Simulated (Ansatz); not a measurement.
A dielectric-response calculation of N2 (Pa-3, 8 atoms in the cell) with Ansatz (a quantum-chemistry and plane-wave program).

Level of theory: PBE (plane waves, PAW; Ansatz).

```
CELL_PARAMETERS angstrom
      5.67825     0.00000     0.00000
      0.00000     5.67825     0.00000
      0.00000     0.00000     5.67825
ATOMIC_POSITIONS crystal
  N  0.94400 0.55600 0.44400
  N  0.44400 0.94400 0.55600
  N  0.94400 0.94400 0.94400
  N  0.05600 0.05600 0.05600
  N  0.55600 0.44400 0.94400
  N  0.55600 0.05600 0.44400
  N  0.44400 0.55600 0.05600
  N  0.05600 0.44400 0.55600
```

Reference input (self-consistent single point, DFT, PBE, plane waves, default PAW files): basis.ecutwfc = 420 eV; kpoints.mp_grid.grid = 5 5 5; hamiltonian.xc = pbe; hamiltonian.pseudopotentials = {kind: paw} (the program's default PAW files); scf.occupations.method = fermi_dirac; scf.occupations.width = 0.02 eV. This run's input differs from it in these lines:

Ansatz 0.2 input:
```diff
@@ -15,3 +15,3 @@
 basis:
-  ecutwfc: 420.0
+  ecutwfc: 545.0
 kpoints:
@@ -22,7 +22,4 @@
 scf:
-  occupations: { method: fermi_dirac, width: 0.02 }
-output:
-  forces: true
-  eigenvalues: true
-  stress: true
+  occupations: { method: fixed }
+dielectric: {}
```

Output, abridged:

```
SCF iter   1: F=—  HF=-3072.167629 eV  |F-HF|=—  |Δ(HF+E_count)|=         —  Δρ=3.67e-3  dr2=2.33e-2  ethr=1.77e-3  ⟨swp⟩=3.4  Hψ=2887  notcnv=0  defer=59
all-band conjugate gradients solve this SCF's bands
preconditioner: auto → Resta (q_TF=auto, 2.117 Å⁻¹)
SCF iter   2: F=—  HF=-3072.190372 eV  |F-HF|=—  |Δ(HF+E_count)|=   2.27e-2  Δρ=1.63e-3  dr2=3.99e-3  ethr=5.81e-5  ⟨swp⟩=2.4  Hψ=1402  notcnv=0  defer=146
   [... lines left out ...]
SCF iter   4: F=—  HF=-3072.192459 eV  |F-HF|=—  |Δ(HF+E_count)|=   1.25e-4  Δρ=4.62e-5  dr2=3.00e-6  ethr=4.85e-7  ⟨swp⟩=2.3  Hψ=1146  notcnv=0  defer=112
SCF iter   5: F=—  HF=-3072.192409 eV  |F-HF|=—  |Δ(HF+E_count)|=   5.04e-5  Δρ=1.09e-5  dr2=9.63e-8  ethr=7.50e-9  ⟨swp⟩=2.0  Hψ=1133  notcnv=0  defer=55
SCF iter   6: F=—  HF=-3072.192409 eV  |F-HF|=—  |Δ(HF+E_count)|=   2.28e-7  Δρ=1.39e-6  dr2=2.14e-9  ethr=2.41e-10  ⟨swp⟩=2.0  Hψ=1133  notcnv=0  defer=55
SCF iter   7: F=-3072.192409 eV  HF=-3072.192409 eV  |F-HF|=1.14e-11  |Δ(HF+E_count)|=  1.27e-10  Δρ=1.14e-7  dr2=1.60e-11  ethr=1.00e-12  ⟨swp⟩=7.7  Hψ=2932  notcnv=0
SCF 1 converged in 7 iterations: F = -3072.192409 eV  dr2 = 1.60e-11
DFPT response loops at Γ: preconditioner auto → none (the input reference at scf.mixing.eps_inf says where Resta's filter doesn't serve); β = 0.50 …
Free energy (F): -3072.192409 eV
Internal energy: -3072.192409 eV  (E = F + TS)
E sigma→0 (E₀):  -3072.192409 eV
Fermi energy:    -5.686952 eV
--- Dielectric response (ions clamped): 1 representative field direction + reference, on 27 of 125 k-points (Σ response iterations 8) ---
  k mesh reduced under 4 symmetry operations, with k and −k counted as one. Each operation leaves every solved perturbation unchanged …
  ε∞ (high-frequency dielectric tensor):
        1.584295     0.000000     0.000000
   [... lines left out ...]
         0.00321    0.00000   -0.00499
         0.00499   -0.00321   -0.00000
    site 7:
         0.00000    0.00499   -0.00321
         0.00321    0.00000    0.00499
        -0.00499    0.00321   -0.00000
  Z* charge neutrality: 1.644e-5 e pre-enforcement
  k-mesh period / interband length: 28.4 Å / 0.60 Å = 47.13 at k = (0.4000, 0.0000, 0.0000), direct gap 7.629 eV — 14 or more, which is no proof of convergence
```

The run converged in 7 iterations. 

Summary of the result:
Free energy E − TS (on the zero of these files): -3072.1924 eV
Top of the valence band (on the code's own zero): -5.69 eV
Gap on the k-point mesh: 7.42 eV
ε∞ at this k-point mesh, which may be far from converged in small-gap cells (xx, yy, zz): 1.58, 1.58, 1.58
Born charges at this mesh (mean of the diagonal, e): N 0.00, N 0.00, N 0.00, N 0.00, N 0.00, N 0.00, N 0.00, N 0.00

The starting cell has typed, rounded lattice constants, without a prior relaxation at this level. Its lattice was rescaled by up to half a per cent.

Cost on one core of a shared machine: roughly 30 s.
